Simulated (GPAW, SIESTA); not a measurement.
A GPAW input for a self-consistent single point of ZnFe3C (Pm-3m, 5 atoms in the cell) (DFT PBEsol, plane waves, GPAW PAW datasets PBEsol (made by gpaw-setup)):

```python
from ase import Atoms
from ase.units import GPa
from gpaw import GPAW, PW, FermiDirac

atoms = Atoms(['Zn', 'Fe', 'Fe', 'Fe', 'C'],
              cell=[[3.772890, 0.000000, 0.000000],
                    [0.000000, 3.772890, 0.000000],
                    [0.000000, 0.000000, 3.772890]],
              positions=[[0.000000, 0.000000, 0.000000],
                         [1.886445, 0.000000, 1.886445],
                         [0.000000, 1.886445, 1.886445],
                         [1.886445, 1.886445, 0.000000],
                         [1.886445, 1.886445, 1.886445]],
              pbc=True)

atoms.set_initial_magnetic_moments([0.0, 4.0, 4.0, 4.0, 0.0])

calc = GPAW(spinpol=True,
            mode=PW(900),
            xc='PBEsol',
            kpts=(7, 7, 7),
            occupations=FermiDirac(0.136),
            nbands=-13,
            convergence={'forces': 0.001},
            symmetry={'symmorphic': False, 'tolerance': 0.0005},
            maxiter=150,
            txt='-')

atoms.calc = calc

energy = atoms.get_potential_energy()
print('Energy (eV):', round(energy, 6))
forces = atoms.get_forces()
print('Forces (eV/Ang):')
print(forces.round(5))
stress = atoms.get_stress()
print('Stress (GPa, Voigt):', (stress / GPa).round(4))
```

Problem. Write the same calculation as an input for SIESTA.

Solution. This is the input that was run; spellings and numerical settings could be chosen otherwise.

```
# files in the folder: Zn.psml Fe.psml C.psml (PseudoDojo PBEsol standard)
SystemName  ZnFe3C
SystemLabel ZnFe3C

NumberOfAtoms                5
NumberOfSpecies              3
%block ChemicalSpeciesLabel
  1 30 Zn
  2 26 Fe
  3 6 C
%endblock ChemicalSpeciesLabel
LatticeConstant              1.0 Bohr
%block LatticeVectors
     7.129728798    0.000000000    0.000000000
     0.000000000    7.129728798    0.000000000
     0.000000000    0.000000000    7.129728798
%endblock LatticeVectors
AtomicCoordinatesFormat      Fractional
%block AtomicCoordinatesAndAtomicSpecies
     0.000000000    0.000000000    0.000000000  1
     0.500000000    0.000000000    0.500000000  2
     0.000000000    0.500000000    0.500000000  2
     0.500000000    0.500000000    0.000000000  2
     0.500000000    0.500000000    0.500000000  3
%endblock AtomicCoordinatesAndAtomicSpecies

XC.functional                GGA
XC.authors                   PBEsol
PAO.BasisSize                DZP
PAO.EnergyShift              0.005 Ry
MeshCutoff                   300 Ry
%block kgrid.MonkhorstPack
    7   0   0  0.0
    0   7   0  0.0
    0   0   7  0.0
%endblock kgrid.MonkhorstPack
OccupationFunction           FD
ElectronicTemperature        136.0 meV
Spin                         polarized
%block DM.InitSpin
  1 +0.00
  2 +4.00
  3 +4.00
  4 +4.00
  5 +0.00
%endblock DM.InitSpin

MaxSCFIterations             150
SCF.Mixer.Method             Broyden
SCF.Mixer.Weight             0.1
SCF.Mixer.History            8
SCF.DM.Tolerance             1.0E-04
Diag.ParallelOverK           true
WriteForces                  true
Charge.Mulliken              end
```

Basis, cutoffs, solver keys and any potentials are the target program's own. This input uses DFT, GGA PBEsol, numerical atomic orbitals DZP, PseudoDojo PBEsol standard norm-conserving potentials (rewritten from UPF to PSML). Both were run: size of the net moment 0.83 μB/atom in GPAW and 0.86 in SIESTA.

On SIESTA: the starting cell comes from a database of computed structures (which also holds hypothetical and non-ambient phases and stackings), without a prior relaxation at this level. The magnetic order is the one reached from the typed start; others were not searched systematically. Values carry the incompleteness of an atom-centred basis. With a pressure of about -9 GPa the cell is away from its equilibrium volume at this level.

On GPAW: the starting cell comes from a database of computed structures (which also holds hypothetical and non-ambient phases and stackings), without a prior relaxation at this level. The magnetic order is the one reached from the typed start; others were not searched systematically.
